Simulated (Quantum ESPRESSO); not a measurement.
How far to go with the k-point mesh: LuTl (P4mm, 2 atoms in the cell)

```
LuTl
1.0
    3.57690     0.00000     0.00000
    0.00000     3.57690     0.00000
    0.00000     0.00000     3.92180
Lu Tl
1 1
Direct
  0.00000   0.00000   0.01275
  0.50000   0.50000   0.50000
```

Method: LDA (PZ), PSlibrary PAW (LDA) pseudopotentials (plane waves; Quantum ESPRESSO).

Base settings: ecutwfc = 50 Ry; ecutrho = 400 Ry; occupations = smearing; smearing = fermi-dirac; degauss = 0.0073499 Ry; potentials = {Lu: Lu.pz-spdn-kjpaw_psl.1.0.0.UPF, Tl: Tl.pz-dn-kjpaw_psl.1.0.0.UPF}; K_POINTS = automatic 4 4 4 0 0 0; conv_thr = 1e-09 Ry; mixing_beta = 0.7.

The second cell is the first with its lattice scaled by 0.98.

Only quantities that move along the ladder and can be compared are tabulated.

The count of work is k-points × plane waves × bands × iterations; it is no time. 

The starting cell comes from a database of computed structures (which also holds hypothetical and non-ambient phases and stackings), without a prior relaxation at this level. Its lattice was rescaled by up to half a per cent. One atom was moved a little off its site on purpose. In the base run, with a pressure of about -4 GPa the cell is away from its equilibrium volume at this level. Without a gap this mesh is coarse (it stands for a supercell whose shortest vector is 14 Å).

```tsv
K_POINTS	free energy less the last step's (meV/atom)	energy of the compressed cell less the first (meV/atom)	pressure (GPa)	largest difference of a force vector from the last step's (eV/Å)	count of work / last
automatic 2 2 2 0 0 0	-380.80	-13.18	-3.82	0.077	0.0055
automatic 3 3 2 0 0 0	-30.36	-25.76	-4.68	0.126	0.0055
automatic 3 3 3 0 0 0	-101.03	3.57	-1.77	0.006	0.0055
automatic 4 4 3 0 0 0	-0.07	-17.90	-3.99	0.012	0.011
automatic 4 4 4 0 0 0	-24.80	-12.95	-3.72	0.017	0.016
automatic 5 5 5 0 0 0	-4.91	-18.17	-4.20	0.014	0.016
automatic 7 7 6 0 0 0	-4.87	-18.95	-4.22	0.004	0.037
automatic 8 8 7 0 0 0	-7.21	-18.19	-4.16	0.009	0.055
automatic 10 10 9 0 0 0	0.45	-19.17	-4.22	0.002	0.096
automatic 12 12 11 0 0 0	0.75	-18.27	-4.12	0.000	0.15
automatic 15 15 13 0 0 0	-0.58	-18.13	-4.14	0.000	0.23
automatic 18 18 16 0 0 0	-0.30	-18.45	-4.16	0.000	0.45
automatic 20 20 18 0 0 0	0.19	-18.54	-4.16	0.000	0.60
automatic 24 24 22 0 0 0	0.00	-18.47	-4.15	0.000	1.0
```

Coarsest K_POINTS that holds the energy of the compressed cell less the first within 1 meV/atom of the last step, with all finer ones: automatic 5 5 5 0 0 0, at 0.016 of the last step's count of work; the step before is off by 5.5 meV/atom.

Coarsest K_POINTS that holds the free energy within 1 meV/atom of the last step, with all finer ones: automatic 10 10 9 0 0 0, at 0.096 of the last step's count of work; the step before is off by 7.2 meV/atom.

Coarsest K_POINTS that holds the forces within 0.005 eV/Å of the last step, with all finer ones: automatic 10 10 9 0 0 0, at 0.096 of the last step's count of work; the step before is off by 0.009 eV/Å.

The energy difference between the two cells stays within 1 meV/atom of the last step's from automatic 5 5 5 0 0 0 on, the total only from automatic 10 10 9 0 0 0 on: much of the error is common to both cells and cancels.

Two neighbours can agree and both be off: automatic 5 5 5 0 0 0 and automatic 7 7 6 0 0 0 differ by 0.03 meV/atom in the free energy, yet lie about 4.9 meV/atom from the last step.
